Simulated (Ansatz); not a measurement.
The parent structure is Be in the hcp (Mg type) structure (space group P6_3/mmc, No. 194; a = 2.255 Å, c = 3.558 Å; relaxed with 0.1 eV smearing). Axes: x lies along a and z along c of the hexagonal cell.

Level of theory: PBEsol (Ansatz, a first-principles code, PAW, spin-orbit coupling left out).

For the base:

The shortest interatomic distance comes out as 2.205 Å and the pressure comes out as 0.0 GPa. The band gap is zero.

Modification: the cell is stretched by 2.00 % along z with no lateral relaxation, atoms relaxed at fixed cell.

Question: Estimate the effect on the shortest interatomic distance, energy relative to the base, pressure and band gap.

Answer: The shortest interatomic distance rises by 0.0288 Å, from 2.205 Å to 2.233 Å; the energy grows by 3.7 meV/atom; the pressure (mean of the normal stresses, compression positive) goes from zero to -2.5 GPa; the band gap stays zero.

The cells carry an imposed strain or load. Stability against distortions was not tested.
